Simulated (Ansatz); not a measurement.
## SnSb: response to strain

The reference is SnSb in the rock salt structure (space group Fm-3m, No. 225; a = 6.088 Å; relaxed with 0.1 eV smearing). Axes: x, y, z lie along the cube axes.

Strains are applied to the cell and any free atomic positions relax; under biaxial strain the out-of-plane vector relaxes too.

Computed with Ansatz (a quantum-chemistry and plane-wave program) PBEsol, without spin-orbit coupling.

Candidates:
(a) strain tensor (xx, yy, zz, yz, xz, xy) = (−0.71, +0.79, −1.27, −0.77, +0.47, −0.39) %
(b) biaxial strain −1.07 %, plane normal [111], relaxed out of plane
(c) isotropic strain +5.10 %

Notes on the quantities. energy relative to the base: free energy F.

Problem. Order them by energy relative to the base, lowest first.

Solution. (b) biaxial strain −1.07 %, plane normal [111], relaxed out of plane (+1.5 meV/atom), (a) strain tensor (xx, yy, zz, yz, xz, xy) = (−0.71, +0.79, −1.27, −0.77, +0.47, −0.39) % (+3.8 meV/atom), (c) isotropic strain +5.10 % (+100 meV/atom)

No phonon test of stability was made. All final runs are without spin polarisation. An odd electron count without spin: SnSb.
